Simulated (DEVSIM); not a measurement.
Structure: abrupt CdTe p-n junction, at 300 K.

Layer 1 from the left is CdTe, thickness (μm) 1.30, Na (cm⁻³) 5.1e16, τn (s) 6.7e-9, τp (s) 6.7e-9. Layer 2 from the left is CdTe, thickness (μm) 3.30, Nd (cm⁻³) 1.9e17, τn (s) 6.7e-9, τp (s) 6.7e-9.

Left contact: ohmic. Right contact: ohmic. Voltage is applied to the left contact. Recombination: SRH at mid-gap, Auger. Mobility is μmin + (μ − μmin)/(1 + (N/Nref)^α).

Constants are typed, rounded textbook-type inputs, not results; the design itself was drawn at random and stands for no fabricated device. Values at 300 K.

CdTe: gap (eV) 1.5, affinity (eV) 4.28, permittivity 10.2, Nc (cm⁻³) 8e17, Nv (cm⁻³) 1.8e19, μn (cm²/Vs) 1000, μp (cm²/Vs) 80, μn,min 100, μp,min 10, Nref,n 1e17, Nref,p 1e17, αn 0.6, αp 0.6, Cn (cm⁶/s) 1e-30, Cp (cm⁶/s) 1e-30.

**Question.** Estimate by hand the built-in potential, the peak field at zero bias, the capacitance at -3 V, and compare with a numerical solution.

**Answer.** 
- Built-in potential: ni = √(Nc Nv) exp(−Eg/2kT) = 954000 cm⁻³ with Eg = 1.500 eV; Vbi = kT/q ln(Na Nd/ni²) = 1.311 V; numerical 1.311 V.
- Peak field at zero bias: depletion approximation: W = √(2εVbi/(qN)) = 0.192 μm with N = 4.02e16 cm⁻³; field = 2Vbi/W = 137000 V/cm; numerical 134000 V/cm (estimate above by 2.0 %).
- Capacitance at -3 V: C = √(qεN / 2(Vbi + |V|)) = 26.0 nF/cm²; numerical 26.1 nF/cm² (estimate below by 0.60 %).

DEVSIM, 1D drift-diffusion, Boltzmann statistics, complete ionisation; no tunnelling, impact ionisation, image-force lowering or self-heating.
